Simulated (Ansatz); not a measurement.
## ZnSe: response to strain

Consider ZnSe in the zinc blende structure (space group F-43m, No. 216; a = 5.666 Å). Axes: x, y, z lie along the cube axes.

Strains are applied to the cell and any free atomic positions relax.

Computed with r2SCAN (Ansatz, an electronic-structure program), no spin-orbit coupling.

Notes on the quantities. energy relative to the base: free energy F.

```json
[
 {"uniaxial strain ε_zz (%)": "-3", "energy relative to the base (meV/atom)": "5.9"},
 {"uniaxial strain ε_zz (%)": "-2.5", "energy relative to the base (meV/atom)": "4.1"},
 {"uniaxial strain ε_zz (%)": "-2", "energy relative to the base (meV/atom)": "?"},
 {"uniaxial strain ε_zz (%)": "-1.5", "energy relative to the base (meV/atom)": "1.4"},
 {"uniaxial strain ε_zz (%)": "-1", "energy relative to the base (meV/atom)": "0.6"},
 {"uniaxial strain ε_zz (%)": "-0.5", "energy relative to the base (meV/atom)": "0.2"},
 {"uniaxial strain ε_zz (%)": "0", "energy relative to the base (meV/atom)": "0.0"}
]
```

Problem. Fit ΔE = Aε² + Bε³ (ε in %) to the rows shown and predict the withheld row.

Solution. Least squares on the printed values gives A = 0.612 and B = -0.015 meV/atom (largest residual 0.0 meV/atom); this predicts 2.6 meV/atom, and the run gives 2.6 meV/atom, in agreement.

No phonon test of stability was made.
